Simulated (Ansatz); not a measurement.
# IrC (model structure, started from the WC type, P-6m2, No. 187, 2 atoms in the cell): lattice constant a by level of theory

No measured value is used here.

```json
[
 {"level (code)": "LDA (Ansatz)", "value (Å)": "3.000"},
 {"level (code)": "PBE (Ansatz)", "value (Å)": "3.044"},
 {"level (code)": "PBEsol (Ansatz)", "value (Å)": "3.015"},
 {"level (code)": "r²SCAN (Ansatz)", "value (Å)": "3.031"}
]
```

Density-functional levels without +SOC have no spin–orbit coupling. LDA, PBE, PBEsol, r²SCAN: the run has no spin polarisation, so it can have missed a magnetic state. Cutoffs differ between the levels. Ansatz's density-functional and Hartree–Fock values are scalar-relativistic unless marked +SOC, with PAW data made under PBE.

A model structure was made by putting elements into a prototype or built by hand; it is no filed structure, need not be a known phase, and can be a saddle point held by its symmetry.

Ansatz is a program for electronic structure.
